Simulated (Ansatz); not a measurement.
The reference is PbTe in the rock salt structure (space group Fm-3m, No. 225; a = 6.4421 Å). Axes: x, y, z lie along the cube axes.

Perturbation: biaxial strain +1.67 %, plane normal [111], relaxed out of plane (Cartesian); in-plane vectors clamped, the third vector and the atoms free.

The values are results of Ansatz (a first-principles code) PBEsol, no spin-orbit coupling, not measurements.

**Question.** Give the band edges at the high-symmetry points of the new zone, measured from its valence-band maximum.

**Answer.** 
| point | valence edge (eV) | conduction edge (eV) |
|---|---|---|
| Γ | -1.17 | 3.94 |
| T | -0.21 | 0.46 |
| H₂ | -0.40 | 1.57 |
| H₀ | -0.40 | 1.57 |
| L | 0.00 | 0.65 |
| S₀ | -2.16 | 3.57 |
| S₂ | -2.16 | 3.57 |
| F | -2.71 | 3.19 |

The gap is 0.46 eV, indirect, L → T.

Spin-orbit coupling, missing from the scalar runs, can matter with Pb and Te. Whether these cells are dynamically stable was not tested. Labels are those of the standard path for the cell's own space group.
